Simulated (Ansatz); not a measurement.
The reference is MgS in the rock salt structure (space group Fm-3m, No. 225; a = 5.182 Å).

Calculations: DFT with PBEsol, PAW potentials and a 420 eV plane-wave cutoff in Ansatz (an electronic-structure program), without spin-orbit coupling.

For the base:

```
Quantity                         Value
-----------------------------  -------
Band gap                       2.73 eV
Width of the top valence band  2.43 eV
Smallest direct gap            3.69 eV
```

It is then changed as follows: every lattice vector is shortened by 3.00 %; the atoms relax in the strained cell.

**Question.** Estimate the effect on the band gap, width of the top valence band and smallest direct gap.

**Answer.** The band gap increases by 0.175 eV, from 2.73 eV to 2.90 eV; the width of the top valence band increases by 0.275 eV to 2.70 eV; the smallest direct gap rises by 0.76 eV, from 3.69 eV to 4.45 eV.

Stability against distortions was not tested.
